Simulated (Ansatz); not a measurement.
Take Zr in the hcp (Mg type) structure (space group P6_3/mmc, No. 194; relaxed with 0.1 eV smearing) as the base.

```yaml
crystal:
  lattice:
    - [3.18294, 0.00000, 0.00000]
    - [-1.59147, 2.75651, 0.00000]
    - [0.00000, 0.00000, 5.12410]
  atoms:
    - { symbol: Zr, position: [0.33333, 0.66667, 0.75000] }
    - { symbol: Zr, position: [0.66667, 0.33333, 0.25000] }
```

Cartesian axes are those of the cell as printed.

Calculations: plane-wave PAW DFT at the PBEsol level (Ansatz, a program for electronic structure, 420 eV), no spin-orbit coupling, earlier PAW set.

Now apply this change: the cell is scaled by 1.0223 in all directions; the atoms relax in the strained cell.

Q: Predict the stress tensor and what it implies for the stiffness.

A: Stress of the strained cell less that of the base (GPa, compression positive):
```
   -5.7     0.0     0.0
    0.0    -5.7     0.0
    0.0     0.0    -6.2
```

Then B = −ΔP/(ΔV/V₀) with ΔV/V₀ = 0.0684 gives secant stiffness values (nonlinear terms included at this strain): B (at held cell shape, above the free-shape value) ≈ 86 GPa.

As a check, the harmonic strain energy −½ V₀ Δσ:ε is 28 meV/atom; the computed energy rise is 29 meV/atom.

No phonon test of stability was made. The final runs are not spin-polarised.
